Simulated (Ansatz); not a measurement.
Abridged Ansatz (a first-principles code) output:

```
Pseudopotential: Zn, paw, valence charge 12
Crystal: 1 atoms, lattice volume = 14.295 Å³
Basis set: ecut = 500 eV, 339 PW (Γ), exchange–correlation on 80×80×80 points (64 copies of the dense FFT grid, shifted against one another)
Bands: 10, of which v1, the nominal top of the filled ones, is band 6 counted from 1 (5 counted from 0)
Symmetry: 48 space group operations
k-points: 286 of 9261
Functional: x = r2scan, c = r2scan; τ floored in thin density (d = 2e-4 eV/Å³)
SCF iter   1: F=—  HF=-3325.648248 eV  |F-HF|=—  |Δ(HF+E_count)|=         —  Δρ=2.40e-2  dr2=4.08e-2  dr2_τ=1.11e-3  ethr=1.77e-3  ⟨swp⟩=5.5  Hψ=20684  notcnv=0
SCF iter   2: F=—  HF=-3325.644160 eV  |F-HF|=—  |Δ(HF+E_count)|=   4.09e-3  Δρ=8.81e-3  dr2=6.92e-3  dr2_τ=2.21e-4  ethr=3.40e-4  ⟨swp⟩=3.0  Hψ=8847  notcnv=0  defer=2
SCF 1 converged in 8 iterations: F = -3325.638976 eV  dr2 = 6.81e-12
SCF converged after 8 iterations
Free energy (F): -3325.638976 eV
Internal energy: -3325.636200 eV  (E = F + TS)
E sigma→0 (E₀):  -3325.637588 eV
Entropy (-TS):   -0.002776 eV (-2.776 meV/atom)
Fermi energy:    11.851973 eV
--- Forces (eV/Å), atoms counted from 1 ---
  atom   1  Zn    -0.00000000     0.00000000     0.00000000
--- Stress (GPa, compression-positive) ---
        0.000874       0.000000      -0.000000
       -0.000000       0.000874      -0.000000
       -0.000000       0.000000       0.000874
  P = ⅓ Tr σ = 0.0009 GPa (0.009 kbar)
```

**Question.** What was computed, and what are the main results?

**Answer.** Zn, 1 atom in the cell, with Ansatz r2SCAN, no spin-orbit coupling. The last SCF converged to F = -3325.638976 eV, or -3325.6390 eV per atom, at a pressure of 0.00 GPa. The total energy compares only with runs of the same code, potentials and settings.

Stability against distortions was not tested. The cell was made from Cu by this change: Cu → Zn; the result is a model cell, its experimental status unchecked. This is not the structure that Zn has at room temperature and ambient pressure.
